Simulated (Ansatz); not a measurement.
## A computed series for WS2: pressure series

Start from WS₂ in the 2H-MoS2 type structure (space group P6_3/mmc, No. 194; layered, stacked along the Cartesian z axis).

WS2 has the hexagonal space group P6₃/mmc (No. 194), Pearson symbol hP6. Cell: a = 3.154 Å, b = 3.154 Å, c = 12.137 Å, α = 90.00°, β = 90.00°, γ = 120.00°. W on 2c has 6 S at 2.407 Å (trigonal prismatic). S on 4f is coordinated by 3 W at 2.407 Å (trigonal pyramidal). (Neighbours: up to the widest gap in distance over summed covalent radii, below 1.35, at either atom; cation-cation and far metal-metal contacts left out.)

Cell and atoms are relaxed at each pressure.

Level of theory: Ansatz (an electronic-structure program) PBE-D3(BJ), no spin-orbit coupling.

### Question
Only one of these has no band gap. Which?
(A) pressure 9 GPa
(B) pressure −1 GPa
(C) pressure 30 GPa

### Answer
C, pressure 30 GPa. Computed: pressure 30 GPa: zero; pressure 9 GPa: 0.45 eV; pressure −1 GPa: 0.98 eV

A case with no gap was solved on a k-mesh chosen for an insulator, which is coarse for it. With W present, leaving out spin-orbit coupling can change the band edges. Load acts through the strain it causes; cell and atoms are relaxed under it. Stability against distortions was not tested. Competing high-pressure phases were not computed. The final runs are not spin-polarised. The zero or small gap of WS2 under pressure 30 GPa can change with the level of theory.
